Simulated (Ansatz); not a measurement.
**A constructed model of the (111) surface of fcc Rh, a layer of Al in place of the second plane (bottom of the slab: a bare face, its two planes held)**

Level of theory: PBE (plane waves to 420 eV, PAW; Ansatz, an electronic-structure program).

Model: 6-atom slab, 10.8 Å thick at the start with caps and adatoms (thin: gaps and levels are the slab's own), 16x16x1 mesh, Fermi-Dirac 0.1 eV, dipole correction, 2 atoms held, the rest relaxed; held to the start's symmetry, so lower structures may exist; no spin, no spin-orbit, no U. It is one candidate, not shown to be the stable structure of the face.

The work function of the top face comes out as 4.77 eV and the energy released by relaxation comes out as 0.12 eV. The cost is roughly 100 core-seconds.
